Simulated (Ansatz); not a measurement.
Consider a periodic stack without vacuum, rock-salt TiN (1 1 1) on Si0.875Ge0.125, ordered (1 1 1), Sb on 2 of 4 substrate sites at each interface (film strained to the substrate, started from cuts of the bulks and a machine-learned relaxation; slabs Ge4Si32Sb4 and N28Ti28, which can lie off the formulas): substrate slab Ge4Si32Sb4, film N28Ti28, surface cells [[1, -1], [0, 1]] and [[-2, 3], [-1, -2]], film strained by -2.1 and -2.1 %, outermost planes Si/GeSi and N/Ti as cut, which need not be the usual terminations and can put a slab off its formula. Its start:

```yaml
crystal:
  lattice:
    - [7.77865, 0.00000, -0.00035]
    - [-3.88933, 6.73651, 0.00138]
    - [-0.32532, -2.80207, 26.85627]
  atoms:
    - { symbol: Ge, position: [0.00332, 0.92742, 0.07628] }
    - { symbol: Si, position: [0.47901, 0.43148, 0.07284] }
    - { symbol: Sb, position: [0.30650, 0.62321, 0.04009] }
    - { symbol: Sb, position: [0.82832, 0.12142, 0.04223] }
    - { symbol: Si, position: [0.48037, 0.99504, 0.08021] }
    - { symbol: Si, position: [0.96899, 0.48304, 0.08188] }
    - { symbol: Si, position: [0.78338, 0.58162, 0.03461] }
    - { symbol: Si, position: [0.31066, 0.10080, 0.02981] }
    - { symbol: Ge, position: [0.67756, 0.34829, 0.19793] }
    - { symbol: Si, position: [0.17995, 0.84967, 0.19903] }
    - { symbol: Si, position: [0.00624, 0.99740, 0.16644] }
    - { symbol: Si, position: [0.50017, 0.49581, 0.16297] }
    - { symbol: Si, position: [0.17949, 0.34415, 0.19495] }
    - { symbol: Si, position: [0.67738, 0.84207, 0.19384] }
    - { symbol: Si, position: [0.50058, 0.99799, 0.16747] }
    - { symbol: Si, position: [0.00960, 0.50772, 0.16911] }
    - { symbol: Ge, position: [0.37852, 0.72739, 0.31578] }
    - { symbol: Si, position: [0.87707, 0.22677, 0.31372] }
    - { symbol: Si, position: [0.70199, 0.38414, 0.28759] }
    - { symbol: Si, position: [0.20082, 0.88578, 0.28741] }
    - { symbol: Si, position: [0.87496, 0.72878, 0.31638] }
    - { symbol: Si, position: [0.37722, 0.22973, 0.31692] }
    - { symbol: Si, position: [0.20162, 0.37744, 0.28471] }
    - { symbol: Si, position: [0.70643, 0.88304, 0.28393] }
    - { symbol: Ge, position: [0.07066, 0.10779, 0.43321] }
    - { symbol: Si, position: [0.56880, 0.60820, 0.43768] }
    - { symbol: Si, position: [0.39967, 0.76341, 0.40636] }
    - { symbol: Si, position: [0.89725, 0.26443, 0.40183] }
    - { symbol: Si, position: [0.57888, 0.11026, 0.43402] }
    - { symbol: Si, position: [0.06952, 0.60648, 0.43295] }
    - { symbol: Si, position: [0.89111, 0.75677, 0.40526] }
    - { symbol: Si, position: [0.40495, 0.26720, 0.40583] }
    - { symbol: Sb, position: [0.76731, 0.51084, 0.57047] }
    - { symbol: Sb, position: [0.28959, 0.00878, 0.55469] }
    - { symbol: Si, position: [0.07749, 0.14822, 0.52194] }
    - { symbol: Si, position: [0.56094, 0.64864, 0.52684] }
    - { symbol: Si, position: [0.22938, 0.47632, 0.56003] }
    - { symbol: Si, position: [0.77573, 0.98166, 0.56023] }
    - { symbol: Si, position: [0.63676, 0.15344, 0.52132] }
    - { symbol: Si, position: [0.08906, 0.63565, 0.52051] }
    - { symbol: N, position: [0.58645, 0.58934, 0.63298] }
    - { symbol: N, position: [0.72548, 0.32008, 0.63273] }
    - { symbol: N, position: [0.85389, 0.01973, 0.62524] }
    - { symbol: N, position: [0.15808, 0.45275, 0.62411] }
    - { symbol: N, position: [0.28632, 0.15521, 0.63050] }
    - { symbol: N, position: [0.43149, 0.88084, 0.63328] }
    - { symbol: N, position: [0.99078, 0.72461, 0.63196] }
    - { symbol: N, position: [0.69581, 0.10633, 0.71933] }
    - { symbol: N, position: [0.83588, 0.82510, 0.72160] }
    - { symbol: N, position: [0.98305, 0.53174, 0.72111] }
    - { symbol: N, position: [0.26060, 0.96055, 0.71958] }
    - { symbol: N, position: [0.40564, 0.67439, 0.71913] }
    - { symbol: N, position: [0.54542, 0.38885, 0.72194] }
    - { symbol: N, position: [0.11990, 0.24746, 0.71849] }
    - { symbol: N, position: [0.81048, 0.61939, 0.81346] }
    - { symbol: N, position: [0.95436, 0.33508, 0.81386] }
    - { symbol: N, position: [0.09654, 0.04991, 0.81351] }
    - { symbol: N, position: [0.38225, 0.47681, 0.81372] }
    - { symbol: N, position: [0.52391, 0.18971, 0.81300] }
    - { symbol: N, position: [0.66644, 0.90691, 0.81342] }
    - { symbol: N, position: [0.23927, 0.76296, 0.81321] }
    - { symbol: N, position: [0.93088, 0.13877, 0.90795] }
    - { symbol: N, position: [0.07426, 0.85106, 0.90774] }
    - { symbol: N, position: [0.21435, 0.56545, 0.90906] }
    - { symbol: N, position: [0.49986, 0.99660, 0.90900] }
    - { symbol: N, position: [0.64268, 0.70586, 0.90686] }
    - { symbol: N, position: [0.78661, 0.41961, 0.90917] }
    - { symbol: N, position: [0.35940, 0.27868, 0.90868] }
    - { symbol: Ti, position: [0.62971, 0.84448, 0.66743] }
    - { symbol: Ti, position: [0.77727, 0.56439, 0.67819] }
    - { symbol: Ti, position: [0.92075, 0.27597, 0.66632] }
    - { symbol: Ti, position: [0.20378, 0.70289, 0.66766] }
    - { symbol: Ti, position: [0.34946, 0.41757, 0.66707] }
    - { symbol: Ti, position: [0.49188, 0.13309, 0.66990] }
    - { symbol: Ti, position: [0.05723, 0.98567, 0.66813] }
    - { symbol: Ti, position: [0.75141, 0.35950, 0.76606] }
    - { symbol: Ti, position: [0.89454, 0.07944, 0.76512] }
    - { symbol: Ti, position: [0.03917, 0.79200, 0.76601] }
    - { symbol: Ti, position: [0.31898, 0.21690, 0.76510] }
    - { symbol: Ti, position: [0.46452, 0.93218, 0.76431] }
    - { symbol: Ti, position: [0.60574, 0.64873, 0.76600] }
    - { symbol: Ti, position: [0.18144, 0.50324, 0.76494] }
    - { symbol: Ti, position: [0.87037, 0.87782, 0.85821] }
    - { symbol: Ti, position: [0.01343, 0.59077, 0.85955] }
    - { symbol: Ti, position: [0.15554, 0.30734, 0.85959] }
    - { symbol: Ti, position: [0.43822, 0.73437, 0.85887] }
    - { symbol: Ti, position: [0.58368, 0.44571, 0.85907] }
    - { symbol: Ti, position: [0.72649, 0.16510, 0.85962] }
    - { symbol: Ti, position: [0.29947, 0.02147, 0.85948] }
    - { symbol: Ti, position: [0.98844, 0.39528, 0.95485] }
    - { symbol: Ti, position: [0.13058, 0.10601, 0.95063] }
    - { symbol: Ti, position: [0.27530, 0.82560, 0.95268] }
    - { symbol: Ti, position: [0.55925, 0.25408, 0.95479] }
    - { symbol: Ti, position: [0.70075, 0.96227, 0.94709] }
    - { symbol: Ti, position: [0.84701, 0.67761, 0.94862] }
    - { symbol: Ti, position: [0.41823, 0.53370, 0.94962] }
```

The start was prepared with a machine-learned potential, and the result is one local minimum, with the in-plane cell held and forces under 0.04 eV/Å; the film can end far from its bulk form.

Calculation: PBE (plane waves to 420 eV, PAW; Ansatz, an electronic-structure program). No spin–orbit coupling; the runs are not spin-polarised. Its k-point mesh 4×4×1, Fermi–Dirac width 0.05 eV.

Q: Predict the relaxed interface.

A: 
```
Quantity                                                                                    Value
--------------------------------------------------------------------------------  ---------------
interface area                                                                            52.4 Å²
period                                                                                    26.71 Å
heights between the nearest atoms of the two slabs at the two interfaces          1.64 and 2.12 Å
Sb–Ti contacts across the interfaces within 1.22 times the sum of covalent radii  10, mean 3.18 Å
Si–Ti contacts across the interfaces within 1.22 times the sum of covalent radii   9, mean 2.93 Å
N–Sb contacts across the interfaces within 1.22 times the sum of covalent radii    3, mean 2.27 Å
N–Si contacts across the interfaces within 1.22 times the sum of covalent radii    3, mean 1.77 Å
```
